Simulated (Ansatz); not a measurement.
A computed series for WSi2: response to strain

Consider WSi2 (space group I4/mmm, No. 139; a = 3.202 Å, c = 7.818 Å; relaxed with 0.1 eV smearing). Axes: x, y, z lie along a, b, c of the conventional cell.

Strains are applied to the cell and any free atomic positions relax.

Level of theory: PBEsol, PAW, 420 eV (Ansatz, a first-principles code; no spin-orbit coupling).

Notes on the quantities. pressure: mean of the normal stresses, compression positive; energy relative to the base: free energy F.

| change | pressure | energy relative to the base | volume per atom |
|---|---|---|---|
| base | 0.0 GPa | 0 meV/atom | 13.36 Å³ |
| uniaxial strain ε_xx = −3.00 % | 7.3 GPa | +17 meV/atom | 12.96 Å³ |
| uniaxial strain ε_xx = −2.50 % | ? | ? | 13.03 Å³ |
| uniaxial strain ε_xx = −2.00 % | 4.7 GPa | +7.6 meV/atom | 13.09 Å³ |
| uniaxial strain ε_xx = −1.00 % | 2.3 GPa | +1.9 meV/atom | 13.23 Å³ |
| uniaxial strain ε_xx = −0.50 % | 1.1 GPa | +0.5 meV/atom | 13.30 Å³ |
| uniaxial strain ε_xx = +1.00 % | -2.2 GPa | +1.8 meV/atom | 13.50 Å³ |
| uniaxial strain ε_xx = +2.00 % | -4.2 GPa | +7.0 meV/atom | 13.63 Å³ |
| uniaxial strain ε_xx = +2.50 % | -5.2 GPa | +11 meV/atom | 13.70 Å³ |
| uniaxial strain ε_xx = +3.00 % | -6.1 GPa | +15 meV/atom | 13.76 Å³ |

Task: Some entries are withheld; estimate them.

Result: 
- uniaxial strain ε_xx = −2.50 %, pressure: 6.0 GPa
- uniaxial strain ε_xx = −2.50 %, energy relative to the base: +12 meV/atom

No phonon test of stability was made. The final runs are not spin-polarised.
